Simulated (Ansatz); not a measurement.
Take ZrSi$_{2}$ (space group Cmcm, No. 63; a = 3.704 Å, b = 14.792 Å, c = 3.679 Å) as the base. Axes: x, y, z lie along a, b, c of the conventional cell.

(Cell as relaxed with PBE.)

Levels (all Ansatz, a program for electronic structure, PAW): PBE (420 eV, no spin-orbit coupling); r2SCAN (500 eV, without spin-orbit coupling).

Each level relaxes its own structure.

```csv
base,PBE,r2SCAN
volume per atom,16.80 Å³,16.75 Å³
band gap,zero,zero
```

Perturbation: the cell is compressed by 4.50 % along z with no lateral relaxation, atoms relaxed at fixed cell.

```json
[
 {"quantity": "shortest interatomic distance", "PBE": "2.371 Å", "r2SCAN": "2.346 Å"},
 {"quantity": "band gap", "PBE": "zero", "r2SCAN": "zero"},
 {"quantity": "energy relative to the base (free energy F)", "PBE": "+32 meV/atom", "r2SCAN": "+34 meV/atom"},
 {"quantity": "pressure (mean of the normal stresses, compression positive)", "PBE": "7.4 GPa", "r2SCAN": "7.8 GPa"},
 {"quantity": "largest internal atomic displacement", "PBE": "0.020 Å", "r2SCAN": "0.019 Å"}
]
```

PBE's shortest interatomic distance lies 0.025 Å above r2SCAN's (1.1 %); PBE's energy relative to the base lies 2.1 meV/atom below r2SCAN's; PBE's pressure lies 0.34 GPa below r2SCAN's; the two agree on the band gap. Neither level is exact; r2SCAN is the comparison here, not a measurement.

Without a gap, meshes like the base's 13×13×13 leave anisotropic stresses uncertain by several tenths of a GPa, and small strain energies with them. The cells carry an imposed strain or load. Stability against distortions was not tested. All final runs are without spin polarisation.
